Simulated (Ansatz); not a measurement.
## A computed series for Pt: pressure series

Start from Pt in the fcc (Cu type) structure (space group Fm-3m, No. 225; a = 3.918 Å).

Cell and atoms are relaxed at each pressure.

Method: Ansatz (a program for electronic structure) PBEsol, no spin-orbit coupling.

```tsv
pressure (GPa)	volume per atom (Å³/atom)
-2	15.147
-1	15.093
0	15.039
3	14.887
15	?
30	13.833
50	13.273
75	12.718
100	12.268
```

Problem. Fit the third-order Birch–Murnaghan form P(V) = (3B₀/2)[(V₀/V)^(7/3) − (V₀/V)^(5/3)]·[1 + (3/4)(B₀′ − 4)((V₀/V)^(2/3) − 1)] (squares taken in P) to the rows shown and predict the withheld row.

Solution. Least squares on the printed values gives V₀ = 15.039 Å³/atom, B₀ = 289 GPa, B₀′ = 5.2; this predicts 14.363 Å³/atom, and the run gives 14.361 Å³/atom, 0.002 lower.

Measured bulk modulus of Pt: 289 GPa (static lattice; corrected from measurement; as listed in H. Levämäki et al., Physical Review B (2014)); the computed value is 0 % above it.

Load acts through the strain it causes; cell and atoms are relaxed under it. Whether these cells are dynamically stable was not tested. Competing high-pressure phases were not computed. The final runs are not spin-polarised.
